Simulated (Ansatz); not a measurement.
The starting structures come from a database of crystals and need not be the phases stable at ambient conditions.

**Evanescent states of GaP (P6_3mc, wurtzite, not sure to be the ambient phase, 4 atoms a cell, 20.2 Å³ an atom) along the normal of (110)**

These are r2SCAN (plane waves, PAW; Ansatz, an electronic-structure program) values and carry that method's errors.

The gap is the functional's own, uncorrected, and κ follows it; spin-orbit coupling is left out. Mid-gap values are interpolated between the computed energies.

Energies count from the valence-band top; κ is the least over a 6×6 mesh across the current.

```tsv
E (eV)	κ (1/Å)	where
0.05	0.039	Γ
0.15	0.066	Γ
0.25	0.083	Γ
0.35	0.096	Γ
0.45	0.106	Γ
0.55	0.115	Γ
0.65	0.122	Γ
0.75	0.127	Γ
0.85	0.132	Γ
0.95	0.135	Γ
1.05	0.132	Γ
1.15	0.125	Γ
1.25	0.116	Γ
1.35	0.106	Γ
1.45	0.093	Γ
1.55	0.077	Γ
1.65	0.054	Γ
```

Task: How thick must the barrier be to attenuate the transmission by 10^6 when the electrodes' Fermi level lies at 0.05 eV, and what attenuation does that film give at 0.75 eV?

Result: d = 6 ln 10 / (2 × 0.039) = 177.1 Å. At 0.75 eV it gives 6 × 0.127/0.039 = 19.5 decades.
